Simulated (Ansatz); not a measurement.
A (6,0) ZnO nanotube has 24 atoms in a period of 5.610 Å, a mean diameter of 6.43 Å, and lies 50 meV/atom over the flat sheet relaxed at the same level.

All values below come from PBE (plane waves to 420 eV, PAW; Ansatz, a program for electronic structure). Mesh 1×1×6. No spin polarisation. Periodic along z alone, with about 11 Å of vacuum beside it. A hypothetical model, rolled from the flat sheet. Only distortions within the start's symmetry and period were free.

Task: Which bending rigidity of the sheet does this imply in the thin-plate picture?

Result: A plate bent to radius R stores D/(2R²) an area. The area an atom is π × 6.43 × 5.610/24 = 4.72 Å², so the stored energy is 0.050/4.72 = 0.0106 eV/Å². With R = 3.215 Å, D = 2R² × 0.0106 = 0.22 eV.
